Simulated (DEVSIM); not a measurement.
Device: double heterostructure, GaAs between p- and n-type Al0.2Ga0.8As, at 350 K.

```csv
layer (left to right),material,thickness (μm),Nd (cm⁻³),Na (cm⁻³),τn (s),τp (s)
1,Al0.2Ga0.8As,0.960,1.8e17,-,1.3e-9,1.3e-9
2,GaAs,0.400,-,2.4e15,1.3e-9,1.3e-9
3,Al0.2Ga0.8As,0.260,-,4.9e17,1.3e-9,1.3e-9
```

Left contact: ohmic. Right contact: ohmic. Voltage is applied to the left contact. Recombination: SRH at mid-gap, radiative. Mobility is μmin + (μ − μmin)/(1 + (N/Nref)^α).

This is a model device: material constants are rounded textbook-type values typed into the input, and sizes, dopings and lifetimes were drawn at random. Values at 300 K; Nc and Nv go as T^1.5, mobilities as T to minus their exponent, the gap by Varshni's rule with the affinity fixed.

```csv
parameter,Al0.2Ga0.8As,GaAs
gap (eV),1.6734,1.424
affinity (eV),3.912,4.07
permittivity,12.33,12.9
Nc (cm⁻³),6.04e17,4.7e17
Nv (cm⁻³),9e18,9e18
μn (cm²/Vs),4980,8500
μp (cm²/Vs),250,400
"μn,min",500,500
"μp,min",20,20
"Nref,n",6e16,6e16
"Nref,p",1.5e17,1.5e17
αn,0.39,0.39
αp,0.38,0.38
T exponent of μn,2.1,2.1
T exponent of μp,2.2,2.2
B (cm³/s),2e-10,2e-10
Varshni α (eV/K),0.000541,0.000541
Varshni β (K),204,204
```

DEVSIM, 1D drift-diffusion, Boltzmann statistics, complete ionisation; no tunnelling, impact ionisation, image-force lowering or self-heating. Band offsets follow the typed affinities; no thermionic-emission limit at abrupt steps, no polarisation charge.

Give the small-signal capacitance in reverse bias (quasi-static).


| V (V) | C (nF/cm²) |
|---|---|
| 0.4 | 29.2 |
| 1 | 28.2 |
| 2 | 26.5 |
| 3 | 25.2 |
| 4 | 24.4 |
| 6 | 23.1 |
| 8 | 22.0 |
| 10 | 21.2 |
| 13 | 20.0 |
| 16 | 19.1 |
